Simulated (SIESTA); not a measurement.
Input and output of a self-consistent single point for MgS (Fm-3m, 2 atoms in the cell) (SIESTA).

Computed with LDA PW92, numerical atomic orbitals DZP, PseudoDojo LDA standard norm-conserving potentials (rewritten from UPF to PSML) (SIESTA 5.4.2).

```yaml
crystal:
  lattice:
    - [0.00000, 2.61924, 2.61924]
    - [2.61924, 0.00000, 2.61924]
    - [2.61924, 2.61924, 0.00000]
  atoms:
    - { symbol: Mg, position: [0.00000, 0.00000, 0.00000] }
    - { symbol: S, position: [0.50000, 0.50000, 0.50000] }
```

Reference input (self-consistent single point, DFT, GGA PBE, numerical atomic orbitals DZP, PseudoDojo PBE standard norm-conserving potentials (rewritten from UPF to PSML)): XC.functional = GGA; XC.authors = PBE; potentials = PseudoDojo PBE standard; PAO.BasisSize = DZP; PAO.EnergyShift = 0.01 Ry; MeshCutoff = 300 Ry; kgrid.MonkhorstPack = 7 7 7; OccupationFunction = FD; ElectronicTemperature = 232.09 K; MaxSCFIterations = 150; SCF.Mixer.Method = Pulay; SCF.Mixer.Weight = 0.2. This run's input differs from it in these lines:

```diff
@@ -1,2 +1,2 @@
-# files in the folder: Mg.psml S.psml (PseudoDojo PBE standard)
+# files in the folder: Mg.psml S.psml (PseudoDojo LDA standard)
 SystemName  MgS
@@ -22,4 +22,4 @@
 
-XC.functional                GGA
-XC.authors                   PBE
+XC.functional                LDA
+XC.authors                   PW92
 PAO.BasisSize                DZP
```

Output (repeated stretches shortened):

```
        iscf     Eharris(eV)        E_KS(eV)     FreeEng(eV)     dDmax    Ef(eV) dHmax(eV)
   scf:    1    -1914.491312    -1915.451548    -1915.451548  1.541332 -2.626758  5.331838
   scf:    2    -1915.760473    -1915.615218    -1915.615218  0.025397 -3.060719  3.907703
   scf:    3    -1915.757380    -1915.718473    -1915.718473  0.042878 -4.062132  0.816946
   scf:    4    -1915.728803    -1915.725316    -1915.725316  0.031707 -4.475370  0.052397
   scf:    5    -1915.725507    -1915.725444    -1915.725444  0.002340 -4.479014  0.004296
   scf:    6    -1915.725447    -1915.725446    -1915.725446  0.000463 -4.479403  0.000665
   scf:    7    -1915.725446    -1915.725446    -1915.725446  0.000043 -4.479202  0.000353
SCF Convergence by DM+H criterion
max |DM_out - DM_in|         :     0.0000426580
max |H_out - H_in|      (eV) :     0.0003530317
SCF cycle converged after 7 iterations

Using DM_out to compute the final energy and forces

siesta: E_KS(eV) =            -1915.7254

siesta: E_KS - E_eggbox =     -1915.7254

siesta: Atomic forces (eV/Ang):
     1   -0.000000   -0.000000   -0.000000
     2    0.000000    0.000000    0.000000
   Tot    0.000000    0.000000    0.000000
   Max    0.000000
   Res    0.000000    sqrt( Sum f_i^2 / 3N )
   Max    0.000000    constrained

Stress tensor Voigt[x,y,z,yz,xz,xy] (kbar):       45.69       45.69       45.69       -0.00       -0.00       -0.00
(Free)E + p*V (eV/cell)    -1916.7504
Target enthalpy (eV/cell)    -1915.7254

siesta: Program's energy decomposition (eV):
siesta: FreeEng =     -1915.725446

   [... lines left out ...]
siesta: Cell volume =         35.938369 Ang**3
siesta:         -45.69319084        -45.69319134  kBar
   [... lines left out ...]
               3s      3s      3py     3pz     3px     3py     3pz     3px
               3Pdxy   3Pdyz   3Pdz2   3Pdxz   3Pdx2-y2
   2  6.250   1.539   0.120   1.528   1.528   1.528  -0.016  -0.016  -0.016
              0.011   0.011   0.010   0.011   0.010

mulliken: Qtot =       16.000

Mulliken Atomic Populations:
Atom #   charge [q] valence [e]  Species
     1     0.250159    9.749841  Mg
     2    -0.250159    6.250159  S
 Total     0.000000
```

The run converged in 7 iterations. Against the reference run the pressure goes from -0.15 to -4.57 GPa and the gap on the mesh goes from 2.880 to 2.636 eV.

The starting cell comes from a database of computed structures (which also holds hypothetical and non-ambient phases and stackings), without a prior relaxation at this level. Its lattice was rescaled by a random factor within 2.5 % of one. Values carry the incompleteness of an atom-centred basis. With a pressure of about -5 GPa the cell is away from its equilibrium volume at this level.
